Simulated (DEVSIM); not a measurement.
Device: Al0.25Ga0.75As/GaAs p-n heterojunction, at 300 K.

Layer 1 from the left is Al0.25Ga0.75As, thickness (μm) 0.300, Na (cm⁻³) 6.8e17, τn (s) 3.4e-10, τp (s) 3.4e-10. Layer 2 from the left is GaAs, thickness (μm) 0.200, Nd (cm⁻³) 2.8e14, τn (s) 3.4e-10, τp (s) 3.4e-10.

Left contact: ohmic. Right contact: ohmic. Voltage is applied to the left contact. Recombination: SRH at mid-gap, radiative, Auger. Mobility is μmin + (μ − μmin)/(1 + (N/Nref)^α).

Constants are typed, rounded textbook-type inputs, not results; the design itself was drawn at random and stands for no fabricated device. Values at 300 K.

Al0.25Ga0.75As: gap (eV) 1.7357, affinity (eV) 3.8725, permittivity 12.19, Nc (cm⁻³) 6.5e17, Nv (cm⁻³) 9e18, μn (cm²/Vs) 4375, μp (cm²/Vs) 221, μn,min 500, μp,min 20, Nref,n 6e16, Nref,p 1.5e17, αn 0.39, αp 0.38, B (cm³/s) 2e-10, Cn (cm⁶/s) 1e-30, Cp (cm⁶/s) 1e-30. GaAs: gap (eV) 1.424, affinity (eV) 4.07, permittivity 12.9, Nc (cm⁻³) 4.7e17, Nv (cm⁻³) 9e18, μn (cm²/Vs) 8500, μp (cm²/Vs) 400, μn,min 500, μp,min 20, Nref,n 6e16, Nref,p 1.5e17, αn 0.39, αp 0.38, B (cm³/s) 2e-10, Cn (cm⁶/s) 1e-30, Cp (cm⁶/s) 1e-30.

Simulated with DEVSIM: 1D drift-diffusion, Boltzmann statistics, complete ionisation; no tunnelling, impact ionisation, image-force lowering or self-heating. Band offsets follow the typed affinities; no thermionic-emission limit at abrupt steps, no polarisation charge.

**Question.** What does the simulation give for the dark forward voltage at 100 A/cm², the potential step across the device at zero bias, the largest field in the device at zero bias?

**Answer.** dark forward voltage at 100 A/cm² 0.968 V; potential step across the device at zero bias 1.279 V; largest field in the device at zero bias 120000 V/cm.
